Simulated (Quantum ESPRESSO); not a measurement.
Worked example: self-consistent single point of TaTi (P1, 2 atoms in the cell) in Quantum ESPRESSO.

Computed with LDA (PZ), GBRV 1.5 ultrasoft (LDA) pseudopotentials (plane waves; Quantum ESPRESSO 7.5).

```
TaTi
1.0
    1.63288    -2.29750     0.00000
    1.63288     2.29750     0.00000
    0.00000     0.00000     4.68413
Ti Ta
1 1
Cartesian
  1.59165  -0.02153   2.33890
  0.04122   0.02153   0.00316
```

Reference input (self-consistent single point, DFT, PBEsol, plane waves, GBRV 1.5 ultrasoft (PBESOL) pseudopotentials): ecutwfc = 50 Ry; ecutrho = 400 Ry; occupations = smearing; smearing = gauss; degauss = 0.0147 Ry; potentials = {Ti: ti_pbesol_v1.4.uspp.F.UPF, Ta: ta_pbesol_v1.uspp.F.UPF}; K_POINTS = automatic 8 8 5 0 0 0; conv_thr = 1e-09 Ry; mixing_beta = 0.5. This run's input differs from it in these lines:

```diff
@@ -23,4 +23,4 @@
 ATOMIC_SPECIES
-Ti    47.8670  ti_pbesol_v1.4.uspp.F.UPF
-Ta   180.9479  ta_pbesol_v1.uspp.F.UPF
+Ti    47.8670  ti_lda_v1.4.uspp.F.UPF
+Ta   180.9479  ta_lda_v1.uspp.F.UPF
 CELL_PARAMETERS angstrom
```

Output (repeated stretches shortened):

```
     Self-consistent Calculation

     iteration #  1     ecut=    50.00 Ry     beta= 0.50

     negative rho (up, down):  9.600E-02 0.000E+00

     total energy              =    -258.57794380 Ry
     estimated scf accuracy    <       4.40960796 Ry

     iteration #  2     ecut=    50.00 Ry     beta= 0.50

     negative rho (up, down):  9.709E-02 0.000E+00

     total energy              =    -260.58449413 Ry
     estimated scf accuracy    <      13.40419608 Ry

     iteration #  3     ecut=    50.00 Ry     beta= 0.50

     negative rho (up, down):  9.710E-02 0.000E+00

     total energy              =    -261.41550994 Ry
     estimated scf accuracy    <       2.21043197 Ry

   [... 20 blocks of this kind left out ...]

     iteration # 24     ecut=    50.00 Ry     beta= 0.50

     negative rho (up, down):  9.800E-02 0.000E+00

     total energy              =    -261.15232465 Ry
     estimated scf accuracy    <          1.2E-09 Ry

     iteration # 25     ecut=    50.00 Ry     beta= 0.50

     negative rho (up, down):  9.800E-02 0.000E+00
     End of self-consistent calculation

     Number of k-points >= 100: set verbosity='high' to print the bands.

     the Fermi energy is    15.7383 ev

!    total energy              =    -261.15232465 Ry
     estimated scf accuracy    <          3.1E-11 Ry
     smearing contrib. (-TS)   =      -0.00541420 Ry
     internal energy E=F+TS    =    -261.14691045 Ry

     convergence has been achieved in  25 iterations

     negative rho (up, down):  9.800E-02 0.000E+00

     Forces acting on atoms (cartesian axes, Ry/au):

     atom    1 type  1   force =     0.01172278    0.00052732    0.00049356
     atom    2 type  2   force =    -0.01172278   -0.00052732   -0.00049356

     Total force =     0.016610     Total SCF correction =     0.000001

     negative rho (up, down):  9.800E-02 0.000E+00
          total   stress  (Ry/bohr**3)                   (kbar)     P=      -94.80
  -0.00064126  -0.00000311   0.00000291          -94.33       -0.46        0.43
  -0.00000311  -0.00061195   0.00000015           -0.46      -90.02        0.02
   0.00000291   0.00000015  -0.00068007            0.43        0.02     -100.04

   JOB DONE.
```

The run converged in 25 iterations. Against the reference run the pressure goes from -4.80 to -9.48 GPa and the largest force goes from 0.325 to 0.302 eV/Å.

The starting cell comes from a database of computed structures (which also holds hypothetical and non-ambient phases and stackings), without a prior relaxation at this level. Its atoms were displaced at random from the sites of space group no. 65. Spin polarisation is off. With a pressure of about -9 GPa the cell is away from its equilibrium volume at this level.

Cost on one core of a shared machine: roughly 4 min.
